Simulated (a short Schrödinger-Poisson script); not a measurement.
Stack: symmetric double-gate stack, Al2O3 on p-type Si(100), at 300 K.

| layer | material | thickness (nm) | Na (cm⁻³) |
|---|---|---|---|
| 1 | Al2O3 | 3 | - |
| 2 | Si | 14 | 4e17 |
| 3 | Al2O3 | 3 | - |

Constants are typed, rounded textbook-type inputs, not results; the design itself was drawn at random and stands for no fabricated device. Al2O3: permittivity 9, conduction-band edge (eV) 2.7, gap (eV) 6.8, electron mass (mₑ) 0.3. Si: permittivity 11.7, conduction-band edge (eV) 0, gap (eV) 1.124, Nv at 300 K (cm⁻³) 3.1e19.

Channel valleys (confinement mass, in-plane density-of-states mass, number): Δ2 0.916, 0.19, 2; Δ4 0.19, 0.417, 4. At the gates, both at one voltage, the conduction-band edge of layer 1 lies 2.76 eV − eVg above the Fermi level of the channel. Gaps are held at their typed values at every temperature. Mesh 0.03 nm at interfaces.

From a short Schrödinger-Poisson script (our own, NumPy): 1D Poisson equation in equilibrium, electrons quantum, Hartree (BenDaniel-Duke, 12 states a valley, the channel's in-plane mass for all, wave functions free to enter the dielectric), parabolic valleys, classical holes, full ionisation, no traps, pinning or gate leakage.

The same stack at other levels of the model or other numerical settings:

| run | sheet density of all electrons at Vg = 0.75 V (cm⁻²) | sheet density of all electrons at Vg = 0.15 V (cm⁻²) | capacitance of both gates at Vg = 0.75 V (μF/cm²) | gate voltage at 1e11 electrons/cm² (V) | rough cost against the base |
|---|---|---|---|---|---|
| base | 1.60e13 | 2.50e12 | 4.01 | -0.05 | about 1 |
| electrons treated as classical, Boltzmann | 2.01e13 | 3.23e12 | (withheld) | -0.06 | 0.02 |
| electrons treated as classical, Fermi-Dirac | (withheld) | 3.19e12 | (withheld) | -0.06 | 0.08 |
| mesh six times as coarse | 1.60e13 | 2.50e12 | 4.01 | -0.05 | 0.2 |

**Question.** What belongs in the gaps?

**Answer.** 
- electrons treated as classical, Fermi-Dirac, sheet density of all electrons at Vg = 0.75 V (cm⁻²): 1.92e13
- electrons treated as classical, Boltzmann, capacitance of both gates at Vg = 0.75 V (μF/cm²): 4.89
- electrons treated as classical, Fermi-Dirac, capacitance of both gates at Vg = 0.75 V (μF/cm²): 4.54

The classical rows ignore confinement, and Boltzmann statistics overrate the density once the band edge passes the Fermi level.
